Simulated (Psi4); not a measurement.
Psi4 1.11, BP86/def2-svpd: Cd(Br)(SiH3) ([SiH3][Cd][Br]), 6 atoms. The geometry is a generated start, not checked to be a minimum at this level.

| Item | Result |
|---|---|
| task | energy |
| method | bp86 |
| basis | def2-svpd |
| memory | 3 GB |
| maxiter | 100 |
| keys of the molecule block | symmetry c1 |
| scf_type | df (default) |
| guess | auto, which took SAD (default) |
| e_convergence | 1e-06 (default) |
| d_convergence | 1e-06 (default) |
| dft_radial_points | 75 (default) |
| dft_spherical_points | 302 (default) |
| effective core potentials | those of the basis set, past Kr |
| basis functions | 123 |
| grid points | 130121 |

```xyz
6

Cd     1.1260     0.3753    -0.9995
Br     2.7785     1.1557    -2.7544
Si    -0.6768    -0.2736     0.6617
H     -1.4307    -1.4606     0.2305
H     -1.6642     0.7977     0.8689
H     -0.1328    -0.5946     1.9927
```

Charge 0 and multiplicity 1 are set for this test and not shown to be the ground state.

With the defaults (diis = true, scf_initial_accelerator = adiis, damping_percentage = 0, soscf = false, soscf_start_convergence = 0.01, diis_start = 1, diis_max_vecs = 10, level_shift = 0, level_shift_cutoff = 0.01) it converges in 10 SCF iterations. One run each on 2 threads, with these changes:
- soscf = true, soscf_start_convergence = 0.1
- level_shift = 0.1, level_shift_cutoff = 0.001
- soscf = true
- diis_max_vecs = 3
- soscf = true, soscf_start_convergence = 0.001
- scf_initial_accelerator = ediis
- diis_start = 4
- diis_max_vecs = 20
- diis = false, scf_initial_accelerator = none, damping_percentage = 60

**Question.** Which runs fail or end elsewhere than the default run?

**Answer.** No convergence: diis = false, scf_initial_accelerator = none, damping_percentage = 60 (the run ends without SCF convergence in 100 iterations). The rest reach the solution of the defaults.

```json
[
 {"setting": "soscf = true", "SCF iterations": "7", "JK calls": "23", "end": "same solution"},
 {"setting": "soscf = true, soscf_start_convergence = 0.001", "SCF iterations": "8", "JK calls": "19", "end": "same solution"},
 {"setting": "level_shift = 0.1, level_shift_cutoff = 0.001", "SCF iterations": "9", "JK calls": "10", "end": "same solution"},
 {"setting": "the defaults", "SCF iterations": "10", "JK calls": "11", "end": "same solution"},
 {"setting": "diis_max_vecs = 20", "SCF iterations": "10", "JK calls": "11", "end": "same solution"},
 {"setting": "scf_initial_accelerator = ediis", "SCF iterations": "10", "JK calls": "11", "end": "same solution"},
 {"setting": "diis_max_vecs = 3", "SCF iterations": "17", "JK calls": "18", "end": "same solution"},
 {"setting": "soscf = true, soscf_start_convergence = 0.1", "SCF iterations": "20", "JK calls": "91", "end": "same solution"},
 {"setting": "diis_start = 4", "SCF iterations": "22", "JK calls": "23", "end": "same solution"},
 {"setting": "diis = false, scf_initial_accelerator = none, damping_percentage = 60", "SCF iterations": "100", "JK calls": "101", "end": "no convergence"}
]
```

An SOSCF iteration holds several JK calls; a Hückel guess adds calls on atoms.
